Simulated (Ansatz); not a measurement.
The reference is Mg2Si (space group Fm-3m, No. 225; a = 6.325 Å). Axes: x, y, z lie along the cube axes.

It is then changed as follows: uniaxial stress, 2 GPa tension along x, with the cell and atoms free to relax against it.

Levels (all Ansatz, a quantum-chemistry and plane-wave program, PAW, earlier PAW set): PBEsol (420 eV, no spin-orbit coupling); PBEsol+SOC (420 eV, noncollinear with spin-orbit coupling).

The geometry is relaxed with PBEsol.

PBEsol lowest conduction level above the VBM at special points: X 0.07 eV; M 0.16 eV; S 0.76 eV; S₀ 0.76 eV
PBEsol width of the top valence band: 2.72 eV
PBEsol gap character: indirect, Γ → X

Q: How does going to PBEsol+SOC change the lowest conduction level above the VBM at special points, width of the top valence band and gap character?

A: The lowest conduction level above the VBM at special points becomes X 0.06 eV; M 0.15 eV; S 0.75 eV; S₀ 0.75 eV (PBEsol: X 0.07 eV; M 0.16 eV; S 0.76 eV; S₀ 0.76 eV); the width of the top valence band hardly moves (2.72 eV against 2.73 eV); the gap character is still indirect, Γ → X.

Single points use the geometry relaxed with PBEsol. The spin-orbit shifts are approximate. Load acts through the strain it causes; cell and atoms are relaxed under it. Stability under load was not tested beyond the relaxation. The zero or small gap of Mg2Si can change with the level of theory. k-point labels follow each cell's own Brillouin zone.
